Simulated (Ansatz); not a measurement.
Defect: O vacancy in monoclinic ZrO2 with all lengths changed by +1 %, charge state +2. The step: one O atom jumps into the vacancy from a nearby O site; the atom moves 2.56 Å along (0.00, -0.11, -0.46) of the unit cell; the moving atom starts with neighbours O at 2.60, O at 2.65; Zr at 2.08, Zr at 2.10, Zr at 2.23 Å and ends with O at 2.56, O at 2.60; Zr at 2.10, Zr at 2.14, Zr at 2.15 Å. DFT values are from Ansatz (plane-wave PAW, 420 eV unless said) in a cell of 96 host sites, spin-restricted, static, with no finite-size correction. The charge state is imposed; whether it is stable for some Fermi level was not computed. Forms of the defect that were not tried may lie lower. For the PBE band: the saddle point's order was not checked.

```json
[
 {"Level": "CHGNet universal potential (has no charge state), its own band", "Forward barrier (eV)": "0.67", "Cost of the band or of the saddle's single point": "-"},
 {"Level": "PBE, the Γ point alone, band relaxed", "Forward barrier (eV)": "0.88", "Cost of the band or of the saddle's single point": "roughly 23 core-minutes"},
 {"Level": "PBE, a 2×2×2 k-point mesh shifted by half a step, same geometries", "Forward barrier (eV)": "0.87", "Cost of the band or of the saddle's single point": "roughly 8 core-minutes"}
]
```

Ansatz is a first-principles code.
